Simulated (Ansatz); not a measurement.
We consider zinc-blende KBr (model structure), described by PBEsol in Ansatz (PAW).

Settings: plane-wave cutoff 500 eV, 8×8×8 k mesh, gaussian smearing 0.02 eV, scalar-relativistic PAW data made under PBE.

Cell (relaxed at this level):

```
CELL_PARAMETERS angstrom
      0.00000     3.65587     3.65587
      3.65587     0.00000     3.65587
      3.65587     3.65587     0.00000
ATOMIC_POSITIONS crystal
  K  0.00000 0.00000 0.00000
  Br 0.25000 0.25000 0.25000
```

Task: Predict the band gap.

Result: 
band gap: 4.33 eV (on the SCF k mesh)

Note: the relaxation could raise the start's symmetry but not lower it, so the cell can be a saddle point.

Spin–orbit coupling is not included.

Computed values are for the static lattice.

A model structure was made by putting elements into a prototype or built by hand; it is no filed structure, need not be a known phase, and can be a saddle point held by its symmetry.

Ansatz is a quantum-chemistry and plane-wave program.
